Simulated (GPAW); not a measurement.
```
HfNi3
1.0
    5.17754     0.00000     0.00000
   -2.58877     4.48388     0.00000
    0.00000     0.00000     4.21838
Hf Ni
2 6
Direct
  0.33333   0.66667   0.75000
  0.66667   0.33333   0.25000
  0.15718   0.31435   0.25000
  0.84283   0.68565   0.75000
  0.84283   0.15718   0.75000
  0.15718   0.84283   0.25000
  0.68565   0.84283   0.25000
  0.31435   0.15718   0.75000
```

Method of the run: PBEsol, GPAW PAW datasets PBEsol (made by gpaw-setup) (plane waves; GPAW).

The set-up and first iterations of a GPAW log for HfNi₃ (P6_3/mmc, 8 atoms in the cell):

```
Input parameters:
  convergence: {density: 1e-05}
  kpts: {gamma: True,
         size: (5, 5, 6)}
  maxiter: 100
  mode: {ecut: 800,
         name: pw}
  nbands: -12
  occupations: {name: fermi-dirac,
                width: 0.1}
  symmetry: {symmorphic: False,
             tolerance: 0.0005}
  xc: PBEsol

species:
  Hf:
    name: Hafnium
    Z: 72.0
    valence: 12
    core: 60
    charge: 0.0
    file: Hf.PBEsol.gz

    # Using partial waves for Hf as LCAO basis

  Ni:
    name: Nickel
    Z: 28.0
    valence: 16
    core: 12
    charge: 0.0
    file: Ni.PBEsol.gz

    # Using partial waves for Ni as LCAO basis

Reference energy: -1067520.283616  # eV

Spin-paired calculation

Convergence criteria:
 Maximum [total energy] change in last 3 cyles: 0.0005 eV / valence electron
 Maximum integral of absolute [dens]ity change: 1e-05 electrons / valence electron
 Maximum integral of absolute [eigenst]ate change: 4e-08 eV^2 / valence electron
   [... lines left out ...]
  External potential:
    NoExternalPotential

XC parameters: PBEsol with 2 nearest neighbor stencil

Number of atoms: 8
Number of atomic orbitals: 98
Number of bands in calculation: 72
Number of valence electrons: 120
Bands to converge: occupied

Density initialized from atomic densities
  72 bands from LCAO basis set

Atomic positions and initial magnetic moments

Positions:
   0 Hf    -0.000003    2.989255    3.163786    ( 0.0000,  0.0000,  0.0000)
   1 Hf     2.588772    1.494625    1.054595    ( 0.0000,  0.0000,  0.0000)
   2 Ni     0.000000    1.409508    1.054595    ( 0.0000,  0.0000,  0.0000)
   3 Ni     2.588769    3.074372    3.163786    ( 0.0000,  0.0000,  0.0000)
   4 Ni     3.956869    0.704754    3.163786    ( 0.0000,  0.0000,  0.0000)
   5 Ni    -1.368100    3.779126    1.054595    ( 0.0000,  0.0000,  0.0000)
   6 Ni     1.368100    3.779126    1.054595    ( 0.0000,  0.0000,  0.0000)
   7 Ni     1.220669    0.704754    3.163786    ( 0.0000,  0.0000,  0.0000)

Unit cell:
           periodic     x           y           z      points  spacing
  1. axis:    yes    5.177538    0.000000    0.000000    35     0.1281
  2. axis:    yes   -2.588769    4.483880    0.000000    35     0.1281
  3. axis:    yes    0.000000    0.000000    4.218381    28     0.1507

  Lengths:   5.177538   5.177538   4.218381
  Angles:   90.000000  90.000000 119.999997

Effective grid spacing dv^(1/3) = 0.1419
     iter     time        total  log10-change:
                         energy   eigst   dens
iter:   1 --:--:--   -69.227762
iter:   2 --:--:--   -68.540330   -0.21  -1.63
iter:   3 --:--:--   -68.023711   -0.70  -1.70
iter:   4 --:--:--   -68.002311   -1.03  -1.73
iter:   5 --:--:--   -68.183536   -1.26  -1.93
iter:   6 --:--:--   -68.324686   -1.89  -2.26
iter:   7 --:--:--   -68.190550   -2.28  -2.31
iter:   8 --:--:--   -68.269706   -2.33  -2.69
iter:   9 --:--:--   -68.189862   -2.50  -2.31
iter:  10 --:--:--   -68.189905   -3.63  -3.25
iter:  11 --:--:--   -68.190171c  -3.97  -3.39
iter:  12 --:--:--   -68.189257c  -4.80  -3.14
iter:  13 --:--:--   -68.189454c  -4.52  -3.37
iter:  14 --:--:--   -68.189202c  -4.81  -3.58
iter:  15 --:--:--   -68.189150c  -5.52  -3.69
iter:  16 --:--:--   -68.189111c  -6.44  -4.24
iter:  17 --:--:--   -68.189107c  -7.37  -4.45
```

### Question
Will this run converge, and how will it end?

### Answer
The run converged in 26 iterations. Its thresholds were met; that alone does not show that basis and mesh suffice. It ends on: free energy E − TS (from the program's reference atoms) -68.2234 eV; Fermi level (on the code's own zero) 10.29 eV; pressure 5.34 GPa; largest force (vector length) 0.004 eV/Å. The log goes on:

```
iter:  18 --:--:--   -68.189106c  -7.20  -4.48
iter:  19 --:--:--   -68.189104c  -7.31  -4.56
iter:  20 --:--:--   -68.189106c  -7.99c -4.50
iter:  21 --:--:--   -68.189107c  -8.00c -4.58
iter:  22 --:--:--   -68.189103c  -7.11  -4.62
iter:  23 --:--:--   -68.189103c  -7.78c -4.74
iter:  24 --:--:--   -68.189108c  -7.26  -4.78
iter:  25 --:--:--   -68.189106c  -8.08c -4.96
iter:  26 --:--:--   -68.189107c  -8.42c -5.22c
Converged after 26 iterations.

Dipole moment: (-0.000000, 0.000000, -0.000000) |e|*Ang

Energy contributions relative to reference atoms: (reference = -1067520.283616)

Kinetic:        +59.373457
Potential:      -45.271495
External:        +0.000000
XC:             -81.959967
Entropy (-ST):   -0.068540
Local:           -0.296832
SIC:             +0.000000
--------------------------
Free energy:    -68.223377
Extrapolated:   -68.189107

Showing only first 2 kpts
 Kpt  Band  Eigenvalues  Occupancy
  0    58      9.88965    1.96557
  0    59     10.48435    0.25964
  0    60     11.22743    0.00018
  0    61     11.22744    0.00018

  1    58      9.88113    1.96833
  1    59      9.95939    1.93202
  1    60     11.20209    0.00023
  1    61     11.20211    0.00023

Fermi level: 10.29410

No gap
No difference between direct/indirect transitions
Energy (eV): -68.189107

Forces in eV/Ang:
  0 Hf   -0.00000   -0.00000    0.00000
  1 Hf    0.00000    0.00000    0.00000
  2 Ni   -0.00000    0.00399    0.00000
  3 Ni    0.00000   -0.00399    0.00000
  4 Ni   -0.00346    0.00199   -0.00000
  5 Ni    0.00346   -0.00199   -0.00000
  6 Ni   -0.00346   -0.00199    0.00000
  7 Ni    0.00346    0.00199    0.00000

Stress tensor:
    -0.034300    -0.000000     0.000000
    -0.000000    -0.034300     0.000000
     0.000000     0.000000    -0.031348
Stress (GPa, Voigt): [-5.4955 -5.4955 -5.0226  0.      0.     -0.    ]
```

For comparison: a first run was changed to give this one (lattice scaled by 0.98), and from it to this one the free energy falls by 5.4 meV/atom, the pressure goes from -6.91 to 5.34 GPa and the largest force goes from 0.077 to 0.004 eV/Å.

The starting cell comes from a database of computed structures (which also holds hypothetical and non-ambient phases and stackings), without a prior relaxation at this level. Its lattice was rescaled by a random factor within 2.5 % of one. For this run, on top of that: lattice scaled by 0.98. Spin-orbit coupling is off. Spin polarisation is off. With a pressure of about 5 GPa the cell is away from its equilibrium volume at this level.

The run was DFT PBEsol, plane waves, GPAW PAW datasets PBEsol (made by gpaw-setup). Main settings of its input:

- mode: pw
- ecut: 800 eV
- xc: PBEsol
- kpts: 5 5 6
- mesh shift (steps): 0 0 0
- occupations.name: fermi-dirac
- occupations.width: 0.1 eV
- nbands: -12
- convergence.density: 1e-05 e/electron
- symmetry.symmorphic: false
- symmetry.tolerance: 0.0005
- maxiter: 100
